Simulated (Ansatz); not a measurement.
Start from Rb2PdP2 (space group Cmcm, No. 63; a = 6.499 Å, b = 14.456 Å, c = 5.960 Å; a cell from a computed database, its experimental status unchecked). Axes: x, y, z lie along a, b, c of the conventional cell.

All numbers come from PBEsol (Ansatz, a quantum-chemistry and plane-wave program; PAW; 420 eV plane waves; no spin-orbit coupling), earlier PAW set.

Modification: uniaxial strain ε_xx = +3.25 %, all other strain components held at zero; the atoms relax in the strained cell.

Question: Predict the stress tensor and what it implies for the stiffness.

Answer: Stress of the strained cell less that of the base (GPa, compression positive):
```
  -1.25    0.00    0.00
   0.00   -0.46    0.00
   0.00    0.00   -0.16
```

Then −Δσ_ii/ε with ε = 0.0325 gives secant stiffness values (nonlinear terms included at this strain): C11 ≈ 38 GPa and C12 ≈ 14 GPa.

Whether these cells are dynamically stable was not tested.
